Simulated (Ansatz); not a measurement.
## Thickness series in hypothetical P6_3/mmc SnSe2

The reference is SnSe2 in the 2H-MoS2 type structure (space group P6_3/mmc, No. 194; a = 3.7694 Å, c = 11.2906 Å; a hypothetical phase, not in the database extracts checked; layered, stacked along the Cartesian z axis).

Free-standing slabs (3 atom(s) a layer) normal to the stacking axis with 15 Å of vacuum; in-plane cell relaxed.

Method: PBEsol-D3(BJ), PAW, 420 eV (Ansatz, a program for electronic structure; spin-orbit coupling left out), earlier PAW set.

Notes on the quantities. excess energy per area of both faces: slab less bulk energy over the cell's area: twice a surface energy; uncertain by up to 0.2 J/m².

| variant | shortest interatomic distance | excess energy per area of both faces | in-plane lattice parameter a |
|---|---|---|---|
| base | 2.779 Å | – | 3.769 Å |
| 1 layer | [?] | 0.98 J/m² | [?] |
| 2 layers | [?] | 0.9 J/m² | 3.735 Å |
| 3 layers | 2.732 Å | 0.9 J/m² | 3.749 Å |
| 4 layers | [?] | 0.9 J/m² | 3.753 Å |

Q: What belongs in the blanks?

A: 
- 1 layer, shortest interatomic distance: 2.736 Å
- 1 layer, in-plane lattice parameter a: 3.697 Å
- 2 layers, shortest interatomic distance: 2.725 Å
- 4 layers, shortest interatomic distance: 2.730 Å

The excess energy carries the mismatch between the slab's and the bulk's meshes. No phonon test of stability was made. All final runs are without spin polarisation.
